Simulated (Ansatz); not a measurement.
Base system: CsSnI3 in the cubic perovskite structure (space group Pm-3m, No. 221; a = 6.224 Å).

All numbers come from r2SCAN in Ansatz (plane waves to 500 eV, PAW, no spin-orbit coupling).

Before the change:

Band gap: 0.46 eV
Electron mass: 0.032, 0.77, 0.77 mₑ (at R)
Hole mass: 0.042 mₑ (at R)
Width of the top valence band: 2.44 eV
Volume per atom: 48.23 Å³

Perturbation: hydrostatic tension (pressure −2 GPa).

### Question
Predict the new band gap.

### Answer
The band gap rises by 0.673 eV, from 0.46 eV to 1.14 eV.

### Question
What does the calculation give for the electron mass after the change?

### Answer
The electron mass (degenerate bands, along [100]) becomes 0.067, 0.97, 0.97 mₑ (at R) (base: 0.032, 0.77, 0.77 mₑ (at R)).

### Question
What happens to the hole mass?

### Answer
The hole mass becomes 0.12 mₑ (at R) (base: 0.042 mₑ (at R)).

### Question
Predict the new width of the top valence band.

### Answer
The width of the top valence band decreases by 1.02 eV to 1.42 eV.

### Question
What does the calculation give for the volume per atom after the change?

### Answer
The volume per atom increases by 8.94 Å³ (48.23 Å³ → 57.17 Å³).

Spin-orbit coupling, missing from the scalar runs, can matter with I. Load acts through the strain it causes; cell and atoms are relaxed under it. Masses are band curvatures over ±0.01 Å⁻¹ around the edge. Whether these cells are dynamically stable was not tested. Many cubic perovskites are stable only at high temperature; tilts and polar distortions were not tested.

Ansatz is a program for electronic structure.
